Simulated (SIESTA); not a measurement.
SIESTA run on a (110) slab of Mo (cut from a parent of space group no. 229; 3 atoms in the cell): self-consistent single point.

Level of theory: SIESTA with LDA PW92, numerical atomic orbitals DZP, PseudoDojo LDA standard norm-conserving potentials (rewritten from UPF to PSML).

```xyz
3
Lattice="2.7143 0.0000 0.0000 -3.6191 2.5591 0.0000 0.0000 0.0000 18.4325" Properties=species:S:1:pos:R:3 pbc="T T T"
Mo     0.0000     0.0000     7.0000
Mo     0.9048     1.2796     9.2162
Mo     0.0000     0.0000    11.4325
```

Reference input (self-consistent single point, DFT, LDA PW92, numerical atomic orbitals DZP, PseudoDojo LDA standard norm-conserving potentials (rewritten from UPF to PSML)): XC.functional = LDA; XC.authors = PW92; potentials = PseudoDojo LDA standard; PAO.BasisSize = DZP; PAO.EnergyShift = 0.005 Ry; MeshCutoff = 400 Ry; kgrid.MonkhorstPack = 9 9 1; OccupationFunction = FD; ElectronicTemperature = 1160.45 K; MaxSCFIterations = 150; SCF.Mixer.Method = Pulay; SCF.Mixer.Weight = 0.2. This run's input differs from it in these lines:

```diff
@@ -28,4 +28,4 @@
 %block kgrid.MonkhorstPack
-    9   0   0  0.0
-    0   9   0  0.0
+   53   0   0  0.0
+    0  53   0  0.0
     0   0   1  0.0
```

Output (repeated stretches shortened):

```
        iscf     Eharris(eV)        E_KS(eV)     FreeEng(eV)     dDmax    Ef(eV) dHmax(eV)
   scf:    1    -5713.707059    -5736.566243    -5736.655687  0.934408 -3.489091  8.275907
   scf:    2    -5740.244421    -5738.697223    -5738.793498  0.233331 -4.313010  3.108536
   scf:    3    -5739.308674    -5739.237333    -5739.335036  0.292282 -4.491916  5.267273
   scf:    4    -5739.602175    -5739.646914    -5739.750940  0.078663 -4.711380  1.765834
   scf:    5    -5739.087101    -5739.571108    -5739.678409  0.175871 -4.786614  3.411238
   [... 3 lines left out ...]
   scf:    9    -5739.857484    -5739.857521    -5739.965612  0.000879 -4.743848  0.008268
   scf:   10    -5739.857520    -5739.857521    -5739.965615  0.000186 -4.743540  0.004619
   scf:   11    -5739.857506    -5739.857514    -5739.965619  0.000549 -4.743200  0.000834
   scf:   12    -5739.857506    -5739.857510    -5739.965619  0.000083 -4.743253  0.000573
SCF Convergence by DM+H criterion
max |DM_out - DM_in|         :     0.0000826781
max |H_out - H_in|      (eV) :     0.0005729644
SCF cycle converged after 12 iterations

Using DM_out to compute the final energy and forces

siesta: E_KS(eV) =            -5739.8575

siesta: E_KS - E_eggbox =     -5739.8575

siesta: Atomic forces (eV/Ang):
     1    0.000000    0.000000    0.708451
     2    0.000000   -0.000000    0.000396
     3   -0.000000   -0.000000   -0.708862
   Tot    0.000000   -0.000000   -0.000015
   Max    0.708862
   Res    0.334064    sqrt( Sum f_i^2 / 3N )
   Max    0.708862    constrained

Stress tensor Voigt[x,y,z,yz,xz,xy] (kbar):       70.95       68.41       39.25        0.00        0.00       -3.30
(Free)E + p*V (eV/cell)    -5744.7237
Target enthalpy (eV/cell)    -5739.9656

   [... lines left out ...]
siesta: FreeEng =     -5739.965619
   [... lines left out ...]

siesta: Cell volume =        128.037303 Ang**3

siesta: Pressure (static):
siesta:                Solid            Molecule  Units
siesta:          -0.00040474         -0.00031568  Ry/Bohr**3
siesta:          -0.03716178         -0.02898416  eV/Ang**3
siesta:         -59.53973657        -46.43775070  kBar

siesta: Electric dipole (a.u.)  =   -0.000000   -0.000000   -0.000102
siesta: Electric dipole (Debye) =   -0.000000   -0.000000   -0.000260
```

The run converged in 12 iterations. Against the reference run the free energy goes down by 1.8 meV/atom and the largest force goes from 0.728 to 0.709 eV/Å.

The starting cell has typed, rounded lattice constants, without a prior relaxation at this level. The slab is cut from that crystal, and its faces are unrelaxed. Its lattice was rescaled by up to half a per cent. Spin polarisation is off. Values carry the incompleteness of an atom-centred basis.

Cost on one core of a shared machine: roughly 4 min.
